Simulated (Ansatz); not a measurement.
Data:

```xyz
2
Lattice="0.0000 3.2012 3.2012 3.2012 0.0000 3.2012 3.2012 3.2012 0.0000" Properties=species:S:1:pos:R:3 pbc="T T T"
Na     0.0000     0.0000     0.0000
I      3.2012     3.2012     3.2012
```

All values below come from PBEsol with spin-orbit coupling, rigid bands (plane waves, PAW; Ansatz, a quantum-chemistry and plane-wave program). Condition of this run: spin-orbit coupling switched on. Cell: cell and atoms relaxed with PBEsol.

Question: What conductivity effective mass do dilute electrons have at 300 K?

Answer: 0.26 mₑ.

Question: Predict the hole conductivity mass (n e² τ/σ) at 300 K, by direction if it differs.

Answer: 1.61 mₑ.

Question: And the band gap?

Answer: 3.25 eV at this level; semilocal functionals usually fall short of the measured gap.

Rigid bands, one relaxation time for all states, no polarons.
